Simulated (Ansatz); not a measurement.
A set of related cells and their band gap.

Cell A: ZnSiP2 (chalcopyrite, I-42d), 8 atoms in the cell, k-point mesh 8×8×8 on the run's own vectors.
```cif
data_P8Si4Zn4
_chemical_formula_sum 'Zn4 Si4 P8'
_space_group_name_H-M_alt 'I-42d'
_space_group_IT_number 122
_space_group_name_Hall 'I -4 2bw'
_cell_length_a 5.41896
_cell_length_b 5.41896
_cell_length_c 10.53835
_cell_angle_alpha 90.000
_cell_angle_beta 90.000
_cell_angle_gamma 90.000
loop_
_atom_site_label
_atom_site_type_symbol
_atom_site_symmetry_multiplicity
_atom_site_Wyckoff_symbol
_atom_site_fract_x
_atom_site_fract_y
_atom_site_fract_z
_atom_site_occupancy
Zn1 Zn 4 a 0.00000 0.00000 0.00000 1
Si1 Si 4 b 0.00000 0.00000 0.50000 1
P1 P 8 d 0.25000 0.23271 0.37500 1
```
(The calculation used a cell of 8 atoms; values per cell refer to that cell.)

Cell B: ZnGeP2 (chalcopyrite, I-42d), 8 atoms in the cell, k-point mesh 8×8×8 on the run's own vectors.
```cif
data_Ge4P8Zn4
_chemical_formula_sum 'Zn4 Ge4 P8'
_space_group_name_H-M_alt 'I-42d'
_space_group_IT_number 122
_space_group_name_Hall 'I -4 2bw'
_cell_length_a 5.49996
_cell_length_b 5.49996
_cell_length_c 10.84357
_cell_angle_alpha 90.000
_cell_angle_beta 90.000
_cell_angle_gamma 90.000
loop_
_atom_site_label
_atom_site_type_symbol
_atom_site_symmetry_multiplicity
_atom_site_Wyckoff_symbol
_atom_site_fract_x
_atom_site_fract_y
_atom_site_fract_z
_atom_site_occupancy
Zn1 Zn 4 a 0.00000 0.00000 0.00000 1
Ge1 Ge 4 b 0.00000 0.00000 0.50000 1
P1 P 8 d 0.25335 0.25000 0.12500 1
```
(The calculation used a cell of 8 atoms; values per cell refer to that cell.)

Cell C: ZnSnP2 (chalcopyrite, I-42d), 8 atoms in the cell, k-point mesh 8×8×8 on the run's own vectors.
```xyz
8
Lattice="5.7023 0.0000 0.0000 0.0000 5.7023 0.0000 -2.8512 -2.8512 5.7170" Properties=species:S:1:pos:R:3 pbc="T T T"
Zn     0.0000     2.8512     2.8585
Zn     0.0000     0.0000     0.0000
Sn     2.8512     0.0000     2.8585
Sn     2.8512     2.8512     0.0000
P      1.2989     1.4256     1.4292
P     -1.4256     1.5523     4.2877
P      4.4034     4.2768     1.4292
P      1.4256    -1.5523     4.2877
```

Computed with Ansatz (plane waves, PAW), its default PAW set, cutoff 420 eV. The structures are at rest with PBE; other levels are single points on them. HSE06 runs on coarser k-point meshes, which give the PBE gaps of the finer ones within 0.03 eV. Neutral cells; Fermi-Dirac smearing of at most 0.05 eV in the solids, energies taken to zero width. The lattices are those relaxed with PBE, so at other levels the solids can be strained, which adds to the spread. No structure search was made; lower ones may exist. Spin-orbit coupling is left out. A dispersion term ran beside these levels; it doesn't touch the electrons. Gaps are highest filled to lowest empty Kohn-Sham level on the run's k-point mesh, states of defects and surfaces included; edges off the mesh make the true gap smaller, and under 0.08 eV counts as none.

### Question
Predict the band gap (eV) of each cell with PBE.

### Answer
```csv
cell,PBE
A,1.36 (direct)
B,1.14 (indirect)
C,0.68 (direct)
```

With PBE the value is lowest for C and highest for A.

### Question
Does the picture change with the functional?

### Answer
```csv
system,HSE06
A,2.03
B,1.94
C,1.51
```

With HSE06 the value is lowest for C and highest for A.

Ansatz is a quantum-chemistry and plane-wave program.
